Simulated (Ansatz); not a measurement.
L1₂ (Cu3Au-type) Ni3Si, treated with r²SCAN in Ansatz (plane waves, PAW).

Run with plane-wave cutoff 600 eV, 12×12×12 k mesh, Fermi–Dirac smearing 0.1 eV, finite displacements, no spin polarisation, scalar-relativistic PAW data made under PBE.

The cell has the measured lattice parameters. Conventional cell: a = 3.5098 Å, b = 3.5098 Å, c = 3.5098 Å, α = 90.00°, β = 90.00°, γ = 90.00°.

```xyz
4
Lattice="3.5098 0.0000 0.0000 0.0000 3.5098 0.0000 0.0000 0.0000 3.5098" Properties=species:S:1:pos:R:3 pbc="T T T"
Si     0.0000     0.0000     0.0000
Ni     0.0000     1.7549     1.7549
Ni     1.7549     0.0000     1.7549
Ni     1.7549     1.7549     0.0000
```

Harmonic phonon frequencies (cm⁻¹; i marks an imaginary mode):

| q point | frequencies |
|---|---|
| Γ | 0 0 0 191 191 191 217 217 217 309 309 309 |
| X | 138 138 170 170 185 211 250 253 253 283 283 310 |
| M | 71 180 180 181 184 184 247 258 269 281 281 295 |

No imaginary mode appears at these points.

Note: the cell isn't this level's own, so it is under some stress, which shifts stiffness and frequencies.

Ansatz is a program for electronic structure.
